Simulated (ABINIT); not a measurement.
Converging the SCF threshold: Sr (Fm-3m, 1 atom in the cell)

```
Sr
1.0
    0.00000     3.03088     3.03088
    3.03088     0.00000     3.03088
    3.03088     3.03088     0.00000
Sr
1
Direct
  0.00000   0.00000   0.00000
```

Level of theory: PBE, PAW (JTH v2.0 PBE PAW) (plane waves; ABINIT).

Base settings: pseudos = [Sr.GGA_PBE-JTH.xml]; ecut = 544 eV; pawecutdg = 1088 eV; pawxcdev = 0; occopt = 3; tsmear = 0.00367493 Ha; ngkpt = 6 6 6; nshiftk = 1; shiftk = 0 0 0; potentials = JTH v2.0 PBE PAW.

In this ladder: tolvrs = default.

The mesh stays at the base's, so the ladder's end is converged at best in this setting alone.

Only quantities that move along the ladder and can be compared are tabulated.

The count of work is k-points × plane waves × bands × iterations; it is no time. 

The starting cell has typed, rounded lattice constants, without a prior relaxation at this level. Its lattice was rescaled by up to half a per cent.

```tsv
toldfe	pressure (GPa)	count of work / last
0.0037 Ha	0.16	0.13
0.00037 Ha	0.16	0.13
3.7e-05 Ha	-0.13	0.20
3.7e-06 Ha	-0.13	0.20
3.7e-07 Ha	-0.12	0.23
3.7e-08 Ha	-0.12	0.23
3.7e-09 Ha	-0.14	0.30
3.7e-10 Ha	-0.14	0.33
3.7e-12 Ha	-0.14	0.40
3.7e-14 Ha	-0.14	1.0
```

Coarsest toldfe that holds the pressure within 0.05 GPa of the last step, with all finer ones: 3.7e-05 Ha, at 0.20 of the last step's count of work; the step before is off by 0.29 GPa.

Two neighbours can agree and both be off: 0.0037 Ha and 0.00037 Ha differ by 0.00 GPa in the pressure, yet lie about 0.29 GPa from the last step.
